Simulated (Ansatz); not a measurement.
Results of HSE06 (plane waves, PAW; Ansatz, an electronic-structure program) for YScO3 (P6₃/mmc, No. 194, 10 atoms in the cell; start mp-768479).

Settings: plane-wave cutoff 460 eV, 9×9×2 k mesh (along the axes of the cell as run), Fermi–Dirac smearing 0.01 eV, scalar-relativistic PAW data made under PBE.

Cell (relaxed with PBEsol):

```yaml
crystal:
  lattice:
    - [3.54734, 0.00000, 0.00000]
    - [-1.77367, 3.07209, 0.00000]
    - [0.00000, 0.00000, 12.18800]
  atoms:
    - { symbol: Y, position: [0.00000, 0.00000, 0.50000] }
    - { symbol: Y, position: [0.00000, 0.00000, 0.00000] }
    - { symbol: Sc, position: [0.66667, 0.33333, 0.75000] }
    - { symbol: Sc, position: [0.33333, 0.66667, 0.25000] }
    - { symbol: O, position: [0.66667, 0.33333, 0.58213] }
    - { symbol: O, position: [0.33333, 0.66667, 0.41787] }
    - { symbol: O, position: [0.33333, 0.66667, 0.08213] }
    - { symbol: O, position: [0.66667, 0.33333, 0.91787] }
    - { symbol: O, position: [0.00000, 0.00000, 0.75000] }
    - { symbol: O, position: [0.00000, 0.00000, 0.25000] }
```

Task: Give the computed band gap and direct gap at Γ.

Result: 
* **band gap**: 4.93 eV (on the SCF k mesh)
* **direct gap at Γ**: 5.64 eV

Note: cell and atoms aren't relaxed at this level (largest force component 0.07 eV/Å, pressure 2.0 GPa).

Spin–orbit coupling is not included.

Static lattice: no zero-point or thermal effects.

A start named mp-… is a Materials Project structure, which need not be a measured phase.
